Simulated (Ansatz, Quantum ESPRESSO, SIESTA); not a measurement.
# LaMg6Nb (P1, 8 atoms in the cell) computed with different codes at matched settings

Self-consistent single point, at a second geometry (atoms moved at random). First geometry:

```
LaMg6Nb
1.0
    5.07303     0.00000     0.00000
    0.00000     3.25044     5.78244
    0.00000    -3.25044     5.78244
La Mg Nb
1 6 1
Direct
  0.00000   0.80737   0.80737
  0.00000   0.81032   0.33814
  0.00000   0.33814   0.81032
  0.00000   0.33328   0.33328
  0.50000   0.66642   0.18792
  0.50000   0.18792   0.66642
  0.50000   0.16928   0.16928
  0.50000   0.68725   0.68725
```

Second geometry:
```
LaMg6Nb
1.0
    5.07303     0.00000     0.00000
    0.00000     3.25044     5.78244
    0.00000    -3.25044     5.78244
La Mg Nb
1 6 1
Direct
  0.00496   0.80655   0.81472
  0.98983   0.80556   0.33642
  0.99357   0.34644   0.80660
  0.00094   0.32906   0.33348
  0.51315   0.66030   0.18870
  0.50188   0.19173   0.65754
  0.50175   0.17707   0.16428
  0.49391   0.68326   0.69825
```

Shared settings, as Ansatz (a quantum-chemistry and plane-wave program) writes them: kpoints.mp_grid.grid = 4 3 3; scf.occupations.method = gaussian; scf.occupations.width = 0.0147 Ry. Potentials and cutoffs stand in the table.

```csv
code,model,ΔF from the first geometry (meV/atom),pressure (GPa),largest force (eV/Å),cutoff
SIESTA,"GGA PBEsol, numerical atomic orbitals DZP, PseudoDojo PBEsol standard norm-conserving potentials (rewritten from UPF to PSML)",9.7,0.95,–,grid 300 Ry
Ansatz,"PBEsol, PAW files made with PBE",6.9,-1.61,0.514,default
Quantum ESPRESSO,"PBEsol, GBRV 1.5 ultrasoft (PBESOL) pseudopotentials",6.9,-1.56,0.493,40 Ry
```

Size of the force on each atom (eV/Å): Sizes of forces hide their directions.

| code | La1 | Mg2 | Mg3 | Mg4 | Mg5 | Mg6 | Mg7 | Nb8 |
|---|---|---|---|---|---|---|---|---|
| Ansatz | 0.514 | 0.352 | 0.177 | 0.101 | 0.362 | 0.294 | 0.148 | 0.256 |
| Quantum ESPRESSO | 0.493 | 0.351 | 0.179 | 0.101 | 0.363 | 0.295 | 0.149 | 0.241 |

A dash marks a value that a program does not give, or that is left out as unsure.

On Ansatz's run: spin polarisation is off.

The spread over the programs that give each value: ΔF from the first geometry within 2.8 meV/atom; pressure within 2.56 GPa; largest force within 0.021 eV/Å.

SIESTA uses small atom-centred bases, whose incompleteness enters pressures, forces and empty levels differently from a plane-wave cutoff. Ansatz's pressure is given at a fixed set of plane waves, as the other plane-wave codes print theirs. In the pressure, SIESTA (by 2.54) lies more than 1 GPa from the median of the plane-wave programs.

The starting cell comes from a database of computed structures (which also holds hypothetical and non-ambient phases and stackings), without a prior relaxation at this level. Its lattice was rescaled by a random factor within 2.5 % of one. For this run, on top of that: atoms moved at random.

Left out of this page: CP2K (unsound by tests on forces, stress, charge or solver warnings).

Keys are those of Ansatz 0.2.
